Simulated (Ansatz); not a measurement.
The reference is GaP in the zinc blende structure (space group F-43m, No. 216; a = 5.3914 Å). Axes: x, y, z lie along the cube axes.

Calculations: DFT with LDA, PAW potentials and a 420 eV plane-wave cutoff in Ansatz (an electronic-structure program), no spin-orbit coupling.

Now apply this change: the cell is stretched by 1.50 % along z with no lateral relaxation, atoms relaxed at fixed cell.

Task: Predict the stress tensor and what it implies for the stiffness.

Result: Stress of the strained cell less that of the base (GPa, compression positive):
```
  -0.90    0.00    0.00
   0.00   -0.90    0.00
   0.00    0.00   -2.10
```

Then −Δσ_ii/ε with ε = 0.0150 gives secant stiffness values (nonlinear terms included at this strain): C33 ≈ 140 GPa, C13 ≈ 60 GPa and C23 ≈ 60 GPa.

Stability against distortions was not tested.
